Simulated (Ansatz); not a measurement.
**ZnInGaO4: response to strain**

The reference is ZnInGaO$_{4}$ (space group R3m, No. 160).

```
ZnInGaO4
1.0
    1.65551     0.95581     8.58742
   -1.65551     0.95581     8.58742
    0.00000    -1.91161     8.58742
In Ga Zn O
1 1 1 4
Direct
  0.99693   0.99693   0.99693
  0.21290   0.21290   0.21290
  0.78126   0.78126   0.78126
  0.13652   0.13652   0.13652
  0.87896   0.87896   0.87896
  0.28862   0.28862   0.28862
  0.70480   0.70480   0.70480
```

Cartesian axes are those of the cell as printed.

Strains are applied to the cell and any free atomic positions relax; under biaxial strain the out-of-plane vector relaxes too.

Method: r2SCAN (Ansatz, a first-principles code, PAW, no spin-orbit coupling), earlier PAW set.

Notes on the quantities. pressure: mean of the normal stresses, compression positive.

```json
[
 {"change": "base", "volume per atom": "11.65 Å³", "pressure": "0.00 GPa"},
 {"change": "biaxial strain −0.54 %, plane normal [001], relaxed out of plane", "volume per atom": "11.58 Å³", "pressure": "1.06 GPa"},
 {"change": "biaxial strain +4.09 %, plane normal [001], relaxed out of plane", "volume per atom": "[?]", "pressure": "-6.22 GPa"},
 {"change": "isotropic strain +2.22 %", "volume per atom": "12.44 Å³", "pressure": "-10.23 GPa"},
 {"change": "uniaxial strain ε_yy = +1.02 %", "volume per atom": "11.77 Å³", "pressure": "[?]"},
 {"change": "tensor shear ε_xz = +1.54 %", "volume per atom": "11.64 Å³", "pressure": "-0.03 GPa"}
]
```

Question: Complete the table.

Answer: 
- biaxial strain +4.09 %, plane normal [001], relaxed out of plane, volume per atom: 12.11 Å³
- uniaxial strain ε_yy = +1.02 %, pressure: -1.80 GPa

Stability against distortions was not tested.
